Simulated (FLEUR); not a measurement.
Input and output of a self-consistent single point for Al2Pt (Fm-3m, 3 atoms in the cell) (FLEUR).

Computed with FLEUR with PBE, all-electron FLAPW (FLEUR), scalar-relativistic valence.

```xyz
3
Lattice="0.0000 2.9114 2.9114 2.9114 0.0000 2.9114 2.9114 2.9114 0.0000" Properties=species:S:1:pos:R:3 pbc="T T T"
Al     1.4557     1.4557     1.4557
Al     4.3671     4.3671     4.3671
Pt     0.0000     0.0000     0.0000
```

Reference input (self-consistent single point, DFT, PBE, all-electron FLAPW (FLEUR), scalar-relativistic valence): Kmax = 4.7 1/bohr; GmaxXC = 18.8 1/bohr; xcFunctional = pbe; jspins = 1; l_soc = F; mode = gauss; fermiSmearingEnergy = 0.00367493 Htr; mesh (inpgen div1-3) = 13 13 13; inpgen gamma flag = false; Gmax = 18.8 1/bohr; numbands = 0; maxIterBroyd = 99. This run's input differs from it in these lines:

```diff
@@ -15,3 +15,3 @@
 &comp jspins=1 /
-&kpt div1=13 div2=13 div3=13 /
+&kpt div1=6 div2=6 div3=6 gamma=t /
 &end /
```

Output (repeated stretches shortened):

```
 Iteration:     1   Distance:      14.37279398 me/bohr^3
 Iteration:     2   Distance:      12.38939789 me/bohr^3
 Iteration:     3   Distance:       5.45800406 me/bohr^3
 Iteration:     4   Distance:       2.19904073 me/bohr^3
 Iteration:     5   Distance:       0.97877616 me/bohr^3
   [... 6 lines left out ...]
 Iteration:    12   Distance:       0.00502218 me/bohr^3
 Iteration:    13   Distance:       0.00018690 me/bohr^3
 Iteration:    14   Distance:       0.00008051 me/bohr^3
 Iteration:    15   Distance:       0.00000983 me/bohr^3
 Run finished successfully
 Stop message:
   Structural relaxation: Done

[file out, last iteration]
             iter=     16
[...]
          total density-effective poten   -3.3187596241E+04
          total charge density-energy d   -3.9469358201E+02
 Updated energy parameters for spin:           1
[...]
 fermi energy and band-weighting factors:
    0.607819    0.607819

[...]
FERMIE:
          first approx. to ef    (T=0)  :   0.367590 htr   (energy of the highest occ. eigenvalue)
          number of occ. states  (T=0)  :        172
          first approx. to seigv (T=0)  :  -6.232887 htr
          sum of weights of occ. states :  11.013889
          sum of semicore charge        :   0.000000 e
          fermi energy=   0.36978 har   work function= -10.06220 ev
          number of valence electrons=  22.00000
   [... lines left out ...]
          total moment                 =     0.00000
 Direct bandgap for spin            1 :    1.6684888555985378E-002  Htr
 ---->    free energy=                    -18932.4638665260 htr
   [... lines left out ...]
      extrapolation for T->0
 ---->    total electron energy=          -18932.4638665260 htr
 ***** TOTAL FORCES ON ATOMS *****
 TOTAL FORCE FOR ATOM TYPE=  1  X=  2.751   Y=  2.751   Z=  2.751
                       FX_TOT= 0.000000 FY_TOT= 0.000000 FZ_TOT= 0.000000
 TOTAL FORCE FOR ATOM TYPE=  2  X=  0.000   Y=  0.000   Z=  0.000
                       FX_TOT= 0.000000 FY_TOT= 0.000000 FZ_TOT= 0.000000
 Structural relaxation: Done
```

The run converged in 15 iterations. FLEUR gives forces in its relaxation mode, with a further iteration, so its stop message speaks of a relaxation. Against the reference run the total energy goes down by 4.3 meV/atom.

The starting cell comes from a database of computed structures (which also holds hypothetical and non-ambient phases and stackings), without a prior relaxation at this level. Its lattice was rescaled by a random factor within 2.5 % of one. Spin-orbit coupling is off. Spin polarisation is off. Values depend on the basis (sphere radii, cutoffs, local orbitals), which need not be converged. The log's line on a gap gives a spacing of levels on this mesh, which the program prints for metals too.

Cost on one core of a shared machine: roughly 90 s.
